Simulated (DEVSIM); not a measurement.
System: Schottky contact on n-type GaP, at 350 K.

| layer (left to right) | material | thickness (μm) | Nd (cm⁻³) | τn (s) | τp (s) |
|---|---|---|---|---|---|
| 1 | GaP | 11.0 | 1.2e17 | 3.2e-7 | 3.2e-7 |

Left contact: Schottky, work function 4.72 eV, emission velocity 1.6e6 cm/s. Right contact: ohmic. Voltage is applied to the left contact. Recombination: SRH at mid-gap, radiative, Auger. Mobility is μmin + (μ − μmin)/(1 + (N/Nref)^α).

Constants are typed, rounded textbook-type inputs, not results; the design itself was drawn at random and stands for no fabricated device. Values at 300 K; Nc and Nv go as T^1.5, mobilities as T to minus their exponent, the gap by Varshni's rule with the affinity fixed.

```
parameter             GaP
----------------  -------
gap (eV)             2.26
affinity (eV)         3.8
permittivity         11.1
Nc (cm⁻³)          1.8e19
Nv (cm⁻³)          1.9e19
μn (cm²/Vs)           250
μp (cm²/Vs)           150
μn,min                 10
μp,min                 10
Nref,n             4.4e18
Nref,p               1e18
αn                    0.8
αp                   0.85
T exponent of μn      1.6
T exponent of μp     1.98
B (cm³/s)           1e-13
Cn (cm⁶/s)          1e-30
Cp (cm⁶/s)          1e-30
Varshni α (eV/K)  0.00058
Varshni β (K)         372
```

Simulated with DEVSIM: 1D drift-diffusion, Boltzmann statistics, complete ionisation; no tunnelling, impact ionisation, image-force lowering or self-heating. Metal contacts follow the ideal Schottky-Mott rule: no Fermi-level pinning, no interface dipoles.

### Question
Tabulate band edges, carrier densities and field at zero bias.

### Answer
Energies count from the Fermi level of the right contact; mesh points crowd at the junctions.

| x (μm) | Ec (eV) | Ev (eV) | n (cm⁻³) | p (cm⁻³) | field (V/cm) |
|---|---|---|---|---|---|
| 0.000 | 0.920 | -1.319 | 1300000 | < 1e2 | -170000 |
| 0.01515 | 0.686 | -1.553 | 3.0e9 | < 1e2 | -140000 |
| 0.03729 | 0.425 | -1.814 | 1.7e13 | < 1e2 | -96000 |
| 0.07587 | 0.196 | -2.043 | 3.4e16 | < 1e2 | -25000 |
| 0.1598 | 0.158 | -2.081 | 1.2e17 | < 1e2 | -47 |
| 0.2754 | 0.158 | -2.081 | 1.2e17 | < 1e2 | ≈ 0 |
| 0.4637 | 0.158 | -2.081 | 1.2e17 | < 1e2 | ≈ 0 |
| 0.8734 | 0.158 | -2.081 | 1.2e17 | < 1e2 | ≈ 0 |
| 1.438 | 0.158 | -2.081 | 1.2e17 | < 1e2 | ≈ 0 |
| 2.356 | 0.158 | -2.081 | 1.2e17 | < 1e2 | ≈ 0 |
| 3.698 | 0.158 | -2.081 | 1.2e17 | < 1e2 | ≈ 0 |
| 6.695 | 0.158 | -2.081 | 1.2e17 | < 1e2 | ≈ 0 |
| 8.256 | 0.158 | -2.081 | 1.2e17 | < 1e2 | ≈ 0 |
| 9.324 | 0.158 | -2.081 | 1.2e17 | < 1e2 | ≈ 0 |
| 10.14 | 0.158 | -2.081 | 1.2e17 | < 1e2 | ≈ 0 |
| 10.46 | 0.158 | -2.081 | 1.2e17 | < 1e2 | ≈ 0 |
| 10.68 | 0.158 | -2.081 | 1.2e17 | < 1e2 | ≈ 0 |
| 10.81 | 0.158 | -2.081 | 1.2e17 | < 1e2 | ≈ 0 |
| 10.91 | 0.158 | -2.081 | 1.2e17 | < 1e2 | ≈ 0 |
| 10.95 | 0.158 | -2.081 | 1.2e17 | < 1e2 | ≈ 0 |
| 10.98 | 0.158 | -2.081 | 1.2e17 | < 1e2 | ≈ 0 |
| 11.00 | 0.158 | -2.081 | 1.2e17 | < 1e2 | ≈ 0 |
